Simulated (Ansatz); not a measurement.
Start from HgTe (space group P3_121, No. 152; a cell from a computed database, its experimental status unchecked; made of chains).

```yaml
crystal:
  lattice:
    - [4.67933, 0.00000, 0.00000]
    - [-2.33967, 4.05242, 0.00000]
    - [0.00000, 0.00000, 10.38516]
  atoms:
    - { symbol: Hg, position: [0.30770, 0.30770, 0.00000] }
    - { symbol: Hg, position: [0.69230, 0.00000, 0.33333] }
    - { symbol: Hg, position: [0.00000, 0.69230, 0.66667] }
    - { symbol: Te, position: [0.48956, 0.48956, 0.50000] }
    - { symbol: Te, position: [0.51044, 0.00000, 0.83333] }
    - { symbol: Te, position: [0.00000, 0.51044, 0.16667] }
```

Level of theory: DFT with r2SCAN, PAW potentials and a 500 eV plane-wave cutoff in Ansatz (a quantum-chemistry and plane-wave program), scalar-relativistic without spin-orbit coupling, earlier PAW set.

For the base:

| Item | Result |
|---|---|
| Gap between the host's bands | 0.97 eV |
| Gap character | indirect, A → Γ |

One thing is altered: hole doping at 5.0×10^21 cm⁻³ (0.985 per cell), with a uniform compensating background at fixed cell and a 300 K Fermi–Dirac width.

Q: Estimate the effect on the Fermi level from band edge.

A: The Fermi level relative to the doped band's edge (positive inside the band; to 0.05 eV) amounts to +0.55 eV.

Q: How does this affect the gap between the host's bands?

A: The gap between the host's bands drops by 0.02 eV, from 0.97 eV to 0.95 eV.

Q: What does the calculation give for the largest internal atomic displacement after the change?

A: The largest internal atomic displacement amounts to 0.045 Å.

Q: Estimate the effect on the gap character.

A: The gap character stays indirect, A → Γ.

Carriers are added with a uniform compensating background; total energy and stress of such cells depend on the potential's zero and are not compared; many-body gap narrowing is missing at this level. With Hg and Te present, leaving out spin-orbit coupling can change the band edges. Stability against distortions was not tested. No dispersion term is included, though the crystal is made of layers, chains or molecules, so its spacings can come out too wide. This is not the structure that HgTe has at room temperature and ambient pressure.
